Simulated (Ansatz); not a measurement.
Structures of equal composition on the (111)A surface of 3C silicon carbide (Si plane on top): (√3x√3)R30° Ge adatom at H3; (√3x√3)R30° Ge adatom at T4. The slabs share one bottom face, and each structure is named by its start. These are constructed structures in small cells; real faces may alloy, dewet or reconstruct in larger ones, and not all known structures of the face are among them. Slabs of about 10 Å, Fermi-Dirac smearing of 0.025 eV. Bottom of the slabs: H caps. Relaxed from the named starts with such symmetry as they have, on meshes of like density; energies extrapolated to zero smearing; spin only where a row says so; no spin-orbit coupling, no U. Brackets mark spin-polarised runs, whose order is one that fits the cell. Where a second, spin-polarised start was run, the lower counts.

All values below come from r2SCAN, at the PBE geometry (plane waves to 500 eV, PAW; Ansatz, a quantum-chemistry and plane-wave program).

Question: Order them by energy per 1x1 cell (lowest first) at the level r2SCAN, at the PBE geometry.

Answer: (√3x√3)R30° Ge adatom at T4 (0.000 eV [spin, 1.0 μB a cell], gap 0.59 eV on the mesh), (√3x√3)R30° Ge adatom at H3 (0.174 eV [spin, 1.0 μB a cell], gap 0.62 eV on the mesh)
